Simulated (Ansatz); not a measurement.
# BP in the rock salt structure (space group Fm-3m, No. 225; a hypothetical phase, not in the database extracts checked)

BP has the cubic space group Fm-3m (No. 225), the rock salt structure, Pearson symbol cF8. Conventional cell: a = 4.3206 Å, b = 4.3206 Å, c = 4.3206 Å, α = 90.00°, β = 90.00°, γ = 90.00°. P on 4a sees 6 B at 2.160 Å (octahedral). B on 4b is surrounded by 6 P at 2.160 Å (octahedral). (Neighbours: up to the widest gap in distance over summed covalent radii, below 1.35, at either atom.)
(The calculation used a cell of 2 atoms; values per cell refer to that cell.)

The values are results of Ansatz (an electronic-structure program), PBE, PAW, cutoff 420 eV, spin-orbit coupling left out, not measurements. k-mesh 18×18×18 (Γ-centred); smearing 0.05 eV (Fermi–Dirac).

| Property | Value |
|---|---|
| Volume per atom | 10.08 Å³ |
| Density | 3.44 g/cm³ |
| Band gap | zero |
| Total energy | -455.161 eV/atom (σ→0; compares only within this code and set-up) |

Whether these cells are dynamically stable was not tested. All final runs are without spin polarisation.
